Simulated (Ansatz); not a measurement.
Band structure of TiIn (P4/mmm, 2 atoms in the cell).

```xyz
2
Lattice="2.9635 0.0000 0.0000 0.0000 2.9635 0.0000 0.0000 0.0000 4.2393" Properties=species:S:1:pos:R:3 pbc="T T T"
Ti     1.4818     1.4818     2.1197
In     0.0000     0.0000     0.0000
```

Method of the run: PBEsol, PAW files made with PBE (plane waves; Ansatz, an electronic-structure program).

Settings: kpoints.mp_grid.grid = 15 15 10; hamiltonian.xc = pbesol; hamiltonian.pseudopotentials = {kind: paw} (the program's default PAW files); scf.occupations.method = fermi_dirac; scf.occupations.width = 0.0073 Ry; kpoints.band_path.npoints = 8.

The starting cell comes from a database of computed structures (which also holds hypothetical and non-ambient phases and stackings), without a prior relaxation at this level. Its lattice was rescaled by a random factor within 2.5 % of one. Spin polarisation is off.

Levels in eV from the Fermi level, bands 10 to 16:
```
point     10     11     12     13    14    15    16
-----  -----  -----  -----  -----  ----  ----  ----
Γ      -9.66  -1.42  -0.76  -0.69  1.81  1.81  2.67
X      -5.18  -4.76  -1.74  -0.46  1.30  1.90  3.59
M      -3.11  -0.94  -0.94   0.24  0.24  0.29  3.47
Z      -8.34  -5.41  -0.74   0.29  1.28  1.28  2.65
R      -5.25  -3.28  -1.58  -0.90  1.26  1.51  1.90
A      -2.41  -2.39  -2.39   0.52  1.46  3.47  4.23
```

Bands cross the Fermi level along this path, so the cell is metallic at this level.

Keys are those of Ansatz 0.2.
